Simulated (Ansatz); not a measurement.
Band structure of Mg2Pd (I4/mmm, 3 atoms in the cell).

```yaml
crystal:
  lattice:
    - [-1.60804, 1.60804, 5.00282]
    - [1.60804, -1.60804, 5.00282]
    - [1.60804, 1.60804, -5.00282]
  atoms:
    - { symbol: Mg, position: [0.64722, 0.64722, 0.00000] }
    - { symbol: Mg, position: [0.35278, 0.35278, 0.00000] }
    - { symbol: Pd, position: [0.00000, 0.00000, 0.00000] }
```

Level of theory: LDA (PW92), PAW files made with PBE (plane waves; Ansatz, a first-principles code).

Settings: kpoints.mp_grid.grid = 12 12 12; hamiltonian.xc = lda; hamiltonian.pseudopotentials = {kind: paw} (an earlier, softer set of the program's PAW files); scf.occupations.method = fermi_dirac; scf.occupations.width = 0.1 eV; kpoints.band_path.npoints = 8.

The starting cell comes from a database of computed structures (which also holds hypothetical and non-ambient phases and stackings), without a prior relaxation at this level. Its lattice was rescaled by a random factor within 2.5 % of one. Spin polarisation is off.

Levels in eV from the Fermi level, bands 16 to 22:
```json
[
 {"point": "Γ", "16": "-2.59", "17": "-2.59", "18": "-2.20", "19": "-1.17", "20": "0.35", "21": "6.87", "22": "7.62"},
 {"point": "X", "16": "-2.74", "17": "-1.50", "18": "-0.58", "19": "0.79", "20": "1.70", "21": "1.72", "22": "2.22"},
 {"point": "Y", "16": "-2.74", "17": "-1.72", "18": "-0.34", "19": "0.15", "20": "0.73", "21": "2.01", "22": "3.34"},
 {"point": "S", "16": "-2.91", "17": "-2.67", "18": "-2.47", "19": "-1.92", "20": "-0.77", "21": "3.16", "22": "4.63"},
 {"point": "Z", "16": "-3.17", "17": "-2.56", "18": "-2.56", "19": "-2.20", "20": "5.39", "21": "6.31", "22": "6.31"},
 {"point": "S1", "16": "-2.91", "17": "-2.67", "18": "-2.47", "19": "-1.92", "20": "-0.77", "21": "3.16", "22": "4.63"},
 {"point": "N", "16": "-3.15", "17": "-2.93", "18": "-2.47", "19": "-0.82", "20": "-0.79", "21": "1.78", "22": "5.01"},
 {"point": "P", "16": "-2.74", "17": "-1.50", "18": "-0.06", "19": "-0.06", "20": "1.67", "21": "1.78", "22": "3.50"},
 {"point": "Y1", "16": "-2.74", "17": "-1.72", "18": "-0.34", "19": "0.15", "20": "0.73", "21": "2.01", "22": "3.34"}
]
```

Bands cross the Fermi level along this path, so the cell is metallic at this level.

Keys are those of Ansatz 0.2.
